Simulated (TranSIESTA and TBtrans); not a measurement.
Run with TranSIESTA and TBtrans (open boundaries, self-consistent; PseudoDojo norm-conserving potentials, scalar-relativistic): PAO.BasisSize DZP, PAO.EnergyShift 0.15 eV, XC.Authors PBE, Mesh.Cutoff 200 Ry, ElectronicTemperature 300 K, TS.Voltage 0.0 eV, TBT.Elecs.Eta 0.001 eV, no spin polarisation.

System: Ga chain bridged by a linear C2 unit along the axis. Leads: straight Ga chain, spacing 2.55 Å. Geometry: 4 atoms about the centre moved by SIESTA (PBE, DZP) to a largest force of 0.01 eV/Å, all others as built, motion along the axis alone.

Q: Predict: conductance at 300 K (G0 = 2e²/h); thermopower (μV/K); mean T from −0.5 to 0.5 eV.

A: conductance at 300 K (G0 = 2e²/h): 1.86; thermopower (μV/K): -2.2; mean T from −0.5 to 0.5 eV: 1.29. The straight chain is held at its spacing; free chains may zigzag or dimerise. No spin-polarised start was tried, so a magnetic state, if there is one, is missed.
